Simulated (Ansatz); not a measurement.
This Ansatz (a quantum-chemistry and plane-wave program) input is the reference run, Ga₂O₃ in the corundum structure (space group R-3c, No. 167), computed with plane-wave PAW DFT at the LDA level (Ansatz, 420 eV), without spin-orbit coupling:

Ansatz 0.2 input:
```yaml
crystal:
  lattice:
    - [2.4749702422, 1.4289247356, 4.4352510273]
    - [-2.4749702422, 1.4289247356, 4.4352510273]
    - [0, -2.8578494711, 4.4352510273]
  atoms:
    - { symbol: Ga, position: [0.6442399113, 0.6442399113, 0.6442399113] }
    - { symbol: Ga, position: [0.1442399113, 0.1442399113, 0.1442399113] }
    - { symbol: Ga, position: [0.3557600887, 0.3557600887, 0.3557600887] }
    - { symbol: Ga, position: [0.8557600887, 0.8557600887, 0.8557600887] }
    - { symbol: O, position: [0.75, 0.4472092376, 0.0527907624] }
    - { symbol: O, position: [0.0527907624, 0.75, 0.4472092376] }
    - { symbol: O, position: [0.25, 0.5527907624, 0.9472092376] }
    - { symbol: O, position: [0.5527907624, 0.9472092376, 0.25] }
    - { symbol: O, position: [0.9472092376, 0.25, 0.5527907624] }
    - { symbol: O, position: [0.4472092376, 0.0527907624, 0.75] }
basis: { ecutwfc: 420, ecutrho_ratio: 4, xc_grid: 2, fft_grid_basis: typed }
kpoints: { mp_grid: { grid: [8, 8, 8] } }
hamiltonian:
  xc: lda
  dispersion: none
  pseudopotentials: { kind: paw }
scf: { occupations: { method: fermi_dirac, width: 0.05 }, convergence: { dr2_threshold: 0.000000001 } }
output: { forces: true, stress: true }
checkpoint: { write: state.ck, write_every: 1000 }
```

Task: Write the input for this change: the cell is compressed by 0.75 % along x with no lateral relaxation; the atoms relax in the strained cell.

Result: 
Ansatz 0.2 input:
```yaml
crystal:
  lattice:
    - [2.4564079654, 1.4289247356, 4.4352510273]
    - [-2.4564079654, 1.4289247356, 4.4352510273]
    - [0, -2.8578494711, 4.4352510273]
  atoms:
    - { symbol: Ga, position: [0.6442399113, 0.6442399113, 0.6442399113] }
    - { symbol: Ga, position: [0.1442399113, 0.1442399113, 0.1442399113] }
    - { symbol: Ga, position: [0.3557600887, 0.3557600887, 0.3557600887] }
    - { symbol: Ga, position: [0.8557600887, 0.8557600887, 0.8557600887] }
    - { symbol: O, position: [0.75, 0.4472092376, 0.0527907624] }
    - { symbol: O, position: [0.0527907624, 0.75, 0.4472092376] }
    - { symbol: O, position: [0.25, 0.5527907624, 0.9472092376] }
    - { symbol: O, position: [0.5527907624, 0.9472092376, 0.25] }
    - { symbol: O, position: [0.9472092376, 0.25, 0.5527907624] }
    - { symbol: O, position: [0.4472092376, 0.0527907624, 0.75] }
basis: { ecutwfc: 420, ecutrho_ratio: 4, xc_grid: 2, fft_grid_basis: typed }
kpoints: { mp_grid: { grid: [8, 8, 8] } }
hamiltonian:
  xc: lda
  dispersion: none
  pseudopotentials: { kind: paw }
scf: { occupations: { method: fermi_dirac, width: 0.05 }, convergence: { dr2_threshold: 0.000000001 } }
relax: { f_tol: 0.005, max_steps: 50 }
output: { forces: true, stress: true }
checkpoint: { write: state.ck, write_every: 1000 }
```
This is the input that was run.

No phonon test of stability was made.
